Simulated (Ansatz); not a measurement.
Base system: MgB2 (space group P6/mmm, No. 191; a = 3.069 Å, c = 3.512 Å; relaxed with 0.1 eV smearing). Axes: x lies along a and z along c of the hexagonal cell.

All numbers come from r2SCAN (Ansatz, a program for electronic structure, PAW, no spin-orbit coupling).

For the base:

The shortest interatomic distance comes out as 1.772 Å.

It is then changed as follows: compressive biaxial strain of 0.61 % in the plane normal to [001], as in epitaxy on a mismatched substrate; the out-of-plane cell vector and the atoms relax.

Task: What happens to the in-plane stress, out-of-plane strain and shortest interatomic distance?

Result: The mean in-plane stress (compression positive) comes out as +3.1 GPa; the out-of-plane strain amounts to +0.13 %; the shortest interatomic distance drops by 0.011 Å, from 1.772 Å to 1.761 Å.

Whether these cells are dynamically stable was not tested. The final runs are not spin-polarised.
